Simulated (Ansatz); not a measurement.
Ansatz (a program for electronic structure) run on AlGaN2 (P3m1, 4 atoms in the cell): dielectric-response calculation.

Method of the run: LDA (PW92), default PAW files made with PBE (plane waves; Ansatz).

```xyz
4
Lattice="3.1296 0.0000 0.0000 -1.5648 2.7103 0.0000 0.0000 0.0000 5.0714" Properties=species:S:1:pos:R:3 pbc="T T T"
Al     0.0000     0.0000     5.0677
Ga     1.5648     0.9034     2.5214
N      1.5648     0.9034     0.5670
N      0.0000     0.0000     3.1857
```

Reference input (self-consistent single point, DFT, LDA (PW92), plane waves, default PAW files made with PBE): basis.ecutwfc = 30.9 Ry; kpoints.mp_grid.grid = 9 9 5; hamiltonian.xc = lda; hamiltonian.pseudopotentials = {kind: paw} (the program's default PAW files); scf.occupations.method = fixed. This run's input differs from it in these lines:

Ansatz 0.2 input:
```diff
@@ -14,3 +14,3 @@
 kpoints:
-  mp_grid: { grid: [9, 9, 5] }
+  mp_grid: { grid: [18, 18, 10] }
 hamiltonian:
@@ -20,6 +20,4 @@
   occupations: { method: fixed }
-output:
-  forces: true
-  eigenvalues: true
-  stress: true
+dielectric:
+  field_mesh: kpoints
```

Output, abridged:

```
SCF iter   1: F=—  HF=-4971.937549 eV  |F-HF|=—  |Δ(HF+E_count)|=         —  Δρ=1.18e-2  dr2=6.32e-2  ethr=1.77e-3  ⟨swp⟩=4.7  Hψ=64138  notcnv=0  defer=1439
all-band conjugate gradients solve this SCF's bands
preconditioner: auto → none
SCF iter   2: F=—  HF=-4971.921846 eV  |F-HF|=—  |Δ(HF+E_count)|=   1.57e-2  Δρ=6.13e-3  dr2=1.10e-2  ethr=2.43e-4  ⟨swp⟩=2.3  Hψ=29623  notcnv=0  defer=1724
   [... lines left out ...]
SCF iter   6: F=—  HF=-4971.918240 eV  |F-HF|=—  |Δ(HF+E_count)|=   1.77e-6  Δρ=3.06e-5  dr2=3.18e-7  ethr=3.43e-8  ⟨swp⟩=2.1  Hψ=20524  notcnv=0
SCF iter   7: F=—  HF=-4971.918240 eV  |F-HF|=—  |Δ(HF+E_count)|=   6.61e-7  Δρ=1.03e-5  dr2=2.50e-8  ethr=1.22e-9  ⟨swp⟩=2.0  Hψ=25376  notcnv=0
SCF iter   8: F=—  HF=-4971.918240 eV  |F-HF|=—  |Δ(HF+E_count)|=   2.59e-9  Δρ=3.49e-6  dr2=3.42e-9  ethr=9.61e-11  ⟨swp⟩=2.2  Hψ=20972  notcnv=0
SCF iter   9: F=-4971.918240 eV  HF=-4971.918240 eV  |F-HF|=1.46e-11  |Δ(HF+E_count)|=  4.62e-10  Δρ=4.12e-7  dr2=5.02e-11  ethr=1.00e-12  ⟨swp⟩=2.9  Hψ=57279  notcnv=0
SCF 1 converged in 9 iterations: F = -4971.918240 eV  dr2 = 5.02e-11
DFPT response loops at Γ: preconditioner auto → Resta (q_TF=auto, 2.509 Å⁻¹)  ε∞=4.5 (no band partly filled) …
Free energy (F): -4971.918240 eV
Internal energy: -4971.918240 eV  (E = F + TS)
E sigma→0 (E₀):  -4971.918240 eV
Fermi energy:    8.406669 eV
--- Dielectric response (ions clamped): 2 representative field directions + reference, on 866 of 3240 k-points (Σ response iterations 17) ---
  k mesh reduced under 2 symmetry operations, with k and −k counted as one. Each operation leaves every solved perturbation unchanged …
   [... lines left out ...]
        -0.00000   -2.46895    0.00000
        -0.00000   -0.00000   -2.71810
    site 3:
        -2.64171   -0.00000   -0.00000
        -0.00000   -2.64171    0.00000
        -0.00000   -0.00000   -2.67838
  Z* charge neutrality: 1.581e-5 e pre-enforcement
  k-mesh period / interband length: 50.7 Å / 2.22 Å = 22.80 at k = (0.0000, 0.0000, 0.0000), direct gap 3.002 eV — 14 or more, which is no proof of convergence
```

The run converged in 9 iterations. 

Summary of the result:
```
Property                                                                                                               Value
----------------------------------------------------------------------------------------  ----------------------------------
Free energy E − TS (on the zero of these files)                                                                -4971.9182 eV
Top of the valence band (on the code's own zero)                                                                     8.41 eV
Gap on the k-point mesh                                                                                              3.00 eV
ε∞ at this k-point mesh, which may be far from converged in small-gap cells (xx, yy, zz)                    5.01, 5.01, 5.17
Born charges at this mesh (mean of the diagonal, e)                                       Al 2.62, Ga 2.59, N -2.55, N -2.65
```

The starting cell comes from a database of computed structures (which also holds hypothetical and non-ambient phases and stackings), without a prior relaxation at this level. Its lattice was rescaled by up to half a per cent.

Cost on one core of a shared machine: roughly 7 min.
